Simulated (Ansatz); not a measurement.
## Effect of tensor shear ε_yz = +0.99 % on IrO2

Consider IrO2 in the rutile structure (space group P4_2/mnm, No. 136; a = 4.4718 Å, c = 3.1536 Å). Axes: x, y, z lie along a, b, c of the conventional cell.

Modification: a pure shear with ε_yz = ε_zy = 0.0099; the atoms relax in the strained cell.

All numbers come from Ansatz (a quantum-chemistry and plane-wave program), PBEsol, PAW, cutoff 420 eV, no spin-orbit coupling. Settings: 11×11×15 k-points, 0.05 eV Fermi–Dirac smearing.

```csv
quantity,base,changed,shift
volume per atom,10.51 Å³,10.51 Å³,0.00 Å³
space group,P4_2/mnm (No. 136),P2_1/c (No. 14),–
shortest interatomic distance,1.953 Å,1.953 Å,0.000 Å
energy relative to the base (free energy F),0 meV/atom,+1.4 meV/atom,+1.4 meV/atom
"pressure (mean of the normal stresses, compression positive)",0.0 GPa,0.0 GPa,0.0 GPa
band gap,zero,zero,–
largest internal atomic displacement,–,0.011 Å,–
"stress (xx, yy, zz, yz, xz, xy; compression positive) (rough)",–,"(0.0, 0.0, 0.0, -2.2, 0.0, 0.0) GPa",–
```

Final structure:

```
IrO2
1.0
    4.47181     0.00000     0.00000
    0.00000     4.47181     0.04427
    0.00000     0.03122     3.15362
Ir O
2 4
Cartesian
  0.00000   0.00000   0.00000
  2.23590   2.25151   1.59895
  1.38126   1.38053   0.02501
  3.61716   0.87099   1.57394
  0.85465   3.63204   1.62395
  3.09055   3.09128   0.01926
```

Cost of the whole job for the changed cell (relaxation, final SCF and bands): about 4 core-minutes (a rough figure).

Without a gap, meshes like the base's 11×11×15 leave anisotropic stresses uncertain by several tenths of a GPa, and small strain energies with them. Whether these cells are dynamically stable was not tested. No Hubbard U is applied, and correlation can decide whether such a compound is a metal. The final runs are not spin-polarised.
